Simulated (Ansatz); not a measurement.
Ansatz (a program for electronic structure), DFT, PBE, plane waves, its default PAW files: Mg2Ge (from the phase in space group 225, mp-408), 3 atoms. Basis and mesh were picked for this test and aren't claimed converged.

```json
{
 "cell": "4.50, 4.50, 4.50 Å; 60, 60, 60°",
 "task": "single point",
 "k mesh": "6×6×6",
 "hamiltonian.xc": "pbe",
 "kind_of_files": "paw",
 "scf.occupations.method": "fermi_dirac",
 "scf.occupations.width": "0.05 eV",
 "output.forces": "true",
 "binding of workers (--pin)": "off",
 "k-point pools (--kpoint-pools)": "1",
 "memory maximum (--max-ram)": "8GiB",
 "accuracy": "medium (default)",
 "basis.precision": "auto (default)",
 "basis.xc_grid": "2 (default)",
 "scf.eigensolver.kind": "auto (default)",
 "scf.convergence.dr2_threshold": "1e-07 (default)",
 "scf.lower_state_search": "light (default)",
 "k-points after symmetry": "16",
 "bands_at_the_start": "21",
 "electrons": "34",
 "plane waves at Γ": "1243",
 "cutoff (eV)": "420",
 "FFT grid": "32×32×32",
 "symmetry_operations": "48"
}
```

Settings of this run: scf.mixing.algorithm = anderson, scf.mixing.preconditioner = auto, scf.mixing.ndim = 1, scf.algorithm = auto; 4 threads.

```tsv
iteration	dr2 (eV)	Hψ
1	3.28e-2	1483
2	1.50e-2	487
3	7.42e-3	336
4	3.79e-3	336
5	2.00e-3	336
6	1.10e-3	336
7	6.32e-4	336
8	3.75e-4	336
9	2.30e-4	336
10	1.44e-4	336
11	9.21e-5	336
12	5.98e-5	336
13	3.92e-5	336
14	2.59e-5	336
15	1.72e-5	336
16	1.15e-5	336
17	7.69e-6	336
18	5.16e-6	336
19	3.47e-6	336
20	2.34e-6	336
21	1.57e-6	336
22	1.06e-6	336
23	7.14e-7	336
24	4.82e-7	336
25	3.25e-7	336
26	2.19e-7	336
27	1.48e-7	336
28	9.93e-8	738
```

It converged after 28 SCF iterations (all cycles of the run, searches included).

**Question.** Which change of one setting makes this cycle converge in far fewer steps?

**Answer.** Several could match; the one computed here: scf.mixing.ndim = 16 (7 SCF iterations (all cycles of the run, searches included)) or scf.mixing.ndim = not set (9 SCF iterations (all cycles of the run, searches included)) or scf.mixing.ndim = 4 (10 SCF iterations (all cycles of the run, searches included)), all else kept. With more settings changed, the fewest of all runs of this system: scf.mixing.algorithm = auto (default), scf.mixing.ndim = not set, scf.algorithm = direct_min (4). The first change moves the result by: energy under 0.001 meV/atom. Counts are of single runs.

Keys are those of Ansatz 0.2.
